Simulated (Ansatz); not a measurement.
Ansatz (an electronic-structure program), DFT, HSE06, plane waves, its default PAW files, spin-polarised: rock-salt NiO (type II order), antiferromagnetic, 4 atoms, spin-polarised from an antiferromagnetic start (±2 μB on Ni). Basis and mesh were picked for this test and aren't claimed converged.

```json
{
  "cell": "5.12, 5.12, 5.12 Å; 33.6, 33.6, 33.6°",
  "task": "single point",
  "k mesh": "4×4×4",
  "hamiltonian.xc": "hse06",
  "kind_of_files": "paw",
  "scf.occupations.method": "gaussian",
  "scf.occupations.width": "0.05 eV",
  "output.forces": "true",
  "magnetization.spin_polarized": "true",
  "memory maximum (--max-ram)": "200GiB",
  "accuracy": "medium (default)",
  "basis.precision": "auto (default)",
  "basis.xc_grid": "2 (default)",
  "scf.eigensolver.kind": "auto (default)",
  "scf.mixing.algorithm": "auto (default)",
  "scf.mixing.preconditioner": "auto (default)",
  "scf.convergence.dr2_threshold": "1e-07 (default)",
  "scf.lower_state_search": "light (default)",
  "k-points after symmetry (for each spin)": "13",
  "bands_at_the_start": "32",
  "electrons": "48",
  "plane waves at Γ": "683",
  "cutoff (eV)": "420",
  "FFT grid": "20×20×36",
  "symmetry_operations": "12"
}
```

It runs on a single node (Arm Neoverse V2, 96 cores on 1 socket, no SMT, 1 L3 cache group).

Times are wall-clock medians of two to five runs, from launch to exit, with nothing else on the machine. Unless noted, each process is bound to its own block of adjacent cores. The build: release build for Arm (Neoverse V2), one process with threads; another build can shift the numbers. Scratch files lie in a memory file system.

Measured:

| cores | layout | wall time |
|---|---|---|
| 8 | 8 threads | 5.36 s |
| 16 | 16 threads | 3.71 s |
| 24 | 24 threads | 3.44 s |
| 48 | 48 threads | 3.00 s |
| 64 | 64 threads | 2.98 s |

### Question
Fit T(p) = s + w/p to these times and predict the runs with 32 threads and with 88 threads. How well does the fit hold?

### Answer
A fit of relative deviations gives s = 2.57 s and w = 21.0 core-seconds; it misses the rows shown by at most 5 %.

```
cores      layout     fit  measured  measured against fit
-----  ----------  ------  --------  --------------------
32     32 threads  3.23 s    3.08 s                  -5 %
88     88 threads  2.81 s    3.18 s                 +13 %
```

Efficiency, counted from 8 cores, is near one half at 24 cores. The time no longer falls beyond 32 cores (3.1 s; the least measured is 3.0 s on 64, level within 8 % or the scatter of repeats). The share that grows most is that of start and exit outside the program's clock: from 11 % of the time on 8 cores to 20 % on 88. The largest part on 88 cores, set-up and steps outside the phases, takes 1.0 s on 8 and 0.85 s there.

Keys are those of Ansatz 0.2.
